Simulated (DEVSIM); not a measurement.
System: Schottky contact on p-type CdTe, at 300 K.

Layer 1 from the left is CdTe, thickness (μm) 3.50, Na (cm⁻³) 4.2e15, τn (s) 7.8e-8, τp (s) 7.8e-8.

Left contact: Schottky, work function 4.83 eV, emission velocity 1e7 cm/s. Right contact: ohmic. Voltage is applied to the left contact. Recombination: SRH at mid-gap. Mobility is μmin + (μ − μmin)/(1 + (N/Nref)^α).

The device is made up for the run: typed textbook-type constants, with dimensions and the other settings drawn at random. Values at 300 K.

CdTe: gap (eV) 1.5, affinity (eV) 4.28, permittivity 10.2, Nc (cm⁻³) 8e17, Nv (cm⁻³) 1.8e19, μn (cm²/Vs) 1000, μp (cm²/Vs) 80, μn,min 100, μp,min 10, Nref,n 1e17, Nref,p 1e17, αn 0.6, αp 0.6.

Simulated with DEVSIM: 1D drift-diffusion, Boltzmann statistics, complete ionisation; no tunnelling, impact ionisation, image-force lowering or self-heating. Metal contacts follow the ideal Schottky-Mott rule: no Fermi-level pinning, no interface dipoles.

Dark forward current:

| |V| (V) | |J| (A/cm²) |
|---|---|
| 0.05 | 3.353e-9 |
| 0.10 | 2.564e-8 |
| 0.15 | 1.739e-7 |
| 0.20 | 1.157e-6 |
| 0.25 | 7.642e-6 |
| 0.30 | 5.015e-5 |
| 0.35 | 0.0003264 |
| 0.40 | 0.002100 |
| 0.45 | 0.01327 |
| 0.50 | 0.08068 |
| 0.55 | 0.4386 |
| 0.60 | 1.774 |
| 0.65 | 4.677 |
| 0.70 | 8.862 |
| 0.75 | 13.83 |
| 0.80 | 19.27 |
| 0.85 | 25.00 |
| 0.90 | 30.95 |
| 0.95 | 37.03 |
| 1.00 | 43.23 |
| 1.05 | 49.52 |
| 1.10 | 55.87 |
| 1.15 | 62.27 |
| 1.20 | 68.72 |
| 1.25 | 75.21 |
| 1.30 | 81.73 |

Q: Work out the local ideality factor n = ΔV / (kT/q · ln(J2/J1)) between the rows 0.15 and 0.20 V, 1.25 and 1.30 V.

A: kT/q = 25.85 mV. From 0.15 to 0.20 V: ln(1.157e-6/1.739e-7) = 1.895, n = 1.02, near the 1 of diffusion or emission over a barrier. From 1.25 to 1.30 V: ln(81.73/75.21) = 0.083, n = 23.27; the layers' resistance at their doping, Σ W/(qμN) = 0.0073 Ω cm², would take 48 mV of this step of 50 mV.

Q: Estimate the current at 0.30 V for emission alone, J0 = q v N_band exp(−φB/kT), and read the barrier back from the simulated current.

A: φB = 0.950 eV, N_band = 1.80e19 cm⁻³, J0 = 3.16e-9 A/cm²; J = J0 (exp(qV/kT) − 1) = 0.000346 A/cm². The simulation gives 5.01e-5 A/cm²; the estimate lies 590 % above. Read backwards, the simulated current gives an apparent barrier of 1.000 eV. The estimate leaves out transport through the depletion region and minority injection.
